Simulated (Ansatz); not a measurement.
Take HgS in the zinc blende structure (space group F-43m, No. 216; a = 5.8760 Å) as the base. Axes: x, y, z lie along the cube axes.

Level of theory: PBEsol (Ansatz, a first-principles code, PAW, no spin-orbit coupling), earlier PAW set.

For the base:

The volume per atom is 25.36 Å³.

Now apply this change: uniaxial stress, 0.5 GPa tension along x; all other stress components relax to zero.

Task: How does this affect the energy relative to the base?

Result: The energy increases by 0.8 meV/atom.

Task: What does the calculation give for the volume per atom after the change?

Result: The volume per atom rises by 0.065 Å³ to 25.43 Å³.

The mesh was chosen for an insulator and is coarse for the gapless case. Load acts through the strain it causes; cell and atoms are relaxed under it. Beyond what the load breaks, stability against distortions was not tested. All final runs are without spin polarisation.
